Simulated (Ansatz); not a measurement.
The starting structures come from a database of crystals and need not be the phases stable at ambient conditions.

The decay constant κ of evanescent states in the gap governs leakage through a thin film.

Consider the following.

```
CELL_PARAMETERS angstrom
      5.46530     0.00000     0.00000
      0.00000     8.37742     0.00000
      2.73265    -0.72697     5.71319
ATOMIC_POSITIONS crystal
  Na 0.66440 0.07170 0.67120
  Na 0.33560 0.92830 0.32880
  Na 0.22180 0.34560 0.55640
  Na 0.77820 0.65440 0.44360
  Na 0.50000 0.50000 0.00000
  Zr 0.07360 0.75470 0.85280
  Zr 0.92640 0.24530 0.14720
  F  0.57800 0.14290 0.36540
  F  0.42200 0.85710 0.63460
  F  0.94340 0.85710 0.63460
  F  0.05660 0.14290 0.36540
  F  0.30280 0.25070 0.87440
  F  0.69720 0.74930 0.12560
  F  0.17720 0.74930 0.12560
  F  0.82280 0.25070 0.87440
  F  0.90600 0.56780 0.73160
  F  0.09400 0.43220 0.26840
  F  0.63760 0.43220 0.26840
  F  0.36240 0.56780 0.73160
  F  0.00000 0.00000 0.00000
```

Space group of this cell: C2/m. The cell is taken as given.

Transport runs along the normal of the first two printed cell vectors.

The gap is the functional's own, uncorrected, and κ follows it; spin-orbit coupling is left out. Mid-gap values are interpolated between the computed energies.

Question: Estimate the band gap and the smallest decay constant κ at mid-gap that Ansatz (an electronic-structure program) with r2SCAN returns for this system.

Answer: Gap 7.01 eV on a 6×4×6 mesh; κ = 0.597 1/Å, at the zone centre.
